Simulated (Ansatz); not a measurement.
**SnSe (model structure, started from the wurtzite type, P6₃mc, No. 186, 4 atoms in the cell): equilibrium volume per atom by level of theory**

No measured value is used here.

**Question.** Put these levels in order of the equilibrium volume per atom that they give for SnSe (model structure, started from the wurtzite type, P6₃mc, No. 186, 4 atoms in the cell), smallest first: PBE (Ansatz, an electronic-structure program), PBE-D3(BJ) (Ansatz), PBEsol (Ansatz).

**Answer.** PBEsol (32.72 Å³/atom), PBE-D3(BJ) (33.55 Å³/atom), PBE (34.86 Å³/atom)

PBE-D3(BJ): a distance lies near a switch of the dispersion term, which can move the cell. Ansatz's density-functional and Hartree–Fock values are scalar-relativistic unless marked +SOC, with PAW data made under PBE.

A model structure was made by putting elements into a prototype or built by hand; it is no filed structure, need not be a known phase, and can be a saddle point held by its symmetry.
